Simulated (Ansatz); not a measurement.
Question: Name crystals whose hole conductivity mass lies between 0.55 and 0.86 mₑ and whose electron conductivity mass lies between 0.36 and 0.57 mₑ, by Ansatz (an electronic-structure program) with PBEsol with spin-orbit coupling, rigid bands.

Answer: Many crystals can fit; among those computed here:
- BeS (F-43m): 0.76 mₑ, 0.37 mₑ
- CsH (Fm-3m): 0.68 mₑ, 0.46 mₑ
- CaSe (Fm-3m): 0.60 mₑ, 0.38 mₑ

Masses are for dilute carriers at 300 K, harmonic means over directions unless an axis is named.

Formula and space group known from diffraction (Crystallography Open Database), not checked to be the room-temperature form: CaSe (Fm-3m), CsH (Fm-3m).
